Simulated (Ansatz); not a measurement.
For Sr3SnO (Pm-3m, No. 221, 5 atoms in the cell; start mp-7961), LDA in Ansatz (PAW) gives:

```
Property                  Result
------------------  ------------
lattice constant a       5.025 Å
bulk modulus B0         54.5 GPa
cohesive energy     4.41 eV/atom
```

What does PBEsol (Ansatz, an electronic-structure program, PAW) give for the same quantities?


- lattice constant a: 5.092 Å (goes up by 1.3 %)
- bulk modulus: 48.9 GPa (drops by 10 %)
- cohesive energy: 4.06 eV/atom (drops by 0.35 eV/atom)

Changes are worked out from the printed values.

Unless a cell is named, each level is at its own relaxed cell (LDA 25.37, PBEsol 26.41 Å³/atom).

Levels without +SOC leave out spin–orbit coupling, which shifts energies and cells of such heavy elements.

Caveats: the bulk modulus is −V dP/dV from two relaxed cells at ±2 % in volume (LDA, PBEsol); the relaxation could not lower the start's symmetry, so the cell can be a saddle point above a distorted one (LDA, PBEsol). Ansatz's density-functional and Hartree–Fock values are scalar-relativistic unless marked +SOC, with PAW data made under PBE.

A start named mp-… is a Materials Project structure, which need not be a measured phase.
